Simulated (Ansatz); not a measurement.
ZnSe under load (space group F-43m), r2SCAN with spin-orbit coupling, rigid bands in Ansatz (a program for electronic structure). Condition of this run: hydrostatic pressure of 3.2 GPa (compression positive) (the target of the relaxation). Band gap 2.02 eV, N_c = 1.30e18 cm⁻³ and N_v = 2.50e19 cm⁻³ at 300 K, conductivity masses of 0.142 mₑ (electrons) and 0.629 mₑ (holes). Take k_BT = 0.02585 eV.

Problem. What thermal injection velocity √(2k_BT/πm) limits a ballistic channel?

Solution. 1.43e7 cm/s for electrons and 6.78e6 cm/s for holes, a ratio of √(m_h/m_e) = 2.10, for dilute carriers.

Problem. What built-in voltage has an abrupt junction with N_A = 1e17 and N_D = 1e17 cm⁻³, all dopants ionised?

Solution. V_bi = E_g/e − (k_BT/e) ln(N_c N_v/(N_A N_D)) = 2.02 − 0.02585 × 8.09 = 1.81 V, for the computed gap.

Problem. Find the intrinsic carrier density and the intrinsic Fermi level.

Solution. n_i = √(N_c N_v) exp(−E_g/2k_BT) = 5.70e18 × exp(−39.07) = 6.1e1 cm⁻³. The level lies (k_BT/2) ln(N_v/N_c) = 38 meV from mid-gap (positive towards the conduction band). Each 0.1 eV added to the gap lowers n_i by a factor of 6.9.

Rigid bands with the computed gap; masses take one relaxation time for all states. Geometry: cell and atoms relaxed with PBEsol.
